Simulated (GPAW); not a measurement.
Band structure of InRh (Pm-3m, 2 atoms in the cell).

```xyz
2
Lattice="3.2097 0.0000 0.0000 0.0000 3.2097 0.0000 0.0000 0.0000 3.2097" Properties=species:S:1:pos:R:3 pbc="T T T"
In     0.0000     0.0000     0.0000
Rh     1.6048     1.6048     1.6048
```

Computed with PBEsol, GPAW PAW datasets PBEsol (made by gpaw-setup) (plane waves; GPAW).

Settings: mode = pw; ecut = 600 eV; xc = PBEsol; kpts = 10 10 10; mesh shift (steps) = 0 0 0; occupations.name = methfessel-paxton; occupations.width = 0.2 eV; occupations.order = 0; nbands = -8; symmetry.symmorphic = false; symmetry.tolerance = 0.0005; maxiter = 120; bandpath_npoints = 40.

The starting cell comes from a database of computed structures (which also holds hypothetical and non-ambient phases and stackings), without a prior relaxation at this level. Spin polarisation is off.

Levels in eV from the Fermi level, bands 11 to 18:
```tsv
point	11	12	13	14	15	16	17	18
Γ	-3.32	-1.19	-1.19	-1.19	4.49	4.49	4.49	10.76
X	-3.34	-2.57	-2.57	-1.30	0.03	10.10	10.58	10.58
M	-2.34	-2.34	-1.74	-1.74	-0.52	2.85	3.57	9.83
R	-4.72	-0.46	-0.46	0.18	4.25	4.25	4.25	5.59
```

Bands cross the Fermi level along this path, so the cell is metallic at this level.
